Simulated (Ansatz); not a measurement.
The starting structures come from a database of crystals and need not be the phases stable at ambient conditions.

By PBEsol, the system below comes out a metal.

The ballistic (Sharvin) conductance counts the channels at the Fermi level: G/A = (e²/h) × channels of both spins per area.

Given:

```
CELL_PARAMETERS angstrom
      4.59247     0.00000     0.00000
     -2.29624     3.97720     0.00000
      2.29624     1.32573     1.87487
ATOMIC_POSITIONS crystal
  Hf 0.00000 0.00000 0.00000
  Tc 0.00000 0.50000 0.50000
```

Space group of this cell: Pm-3m, CsCl type. The cell is taken as given; by PBEsol its mean pressure is -3.7 GPa.

The current flows along the normal of the first two printed cell vectors, the (111) plane of the conventional cell. No spin-orbit coupling; the value is a mean over 0.1 eV about the Fermi level.

### Question
Estimate the ballistic conductance per area that PBEsol (Ansatz, an electronic-structure program) returns for this system.

### Answer
1.2 × 10¹⁵ S/m² for both spins.
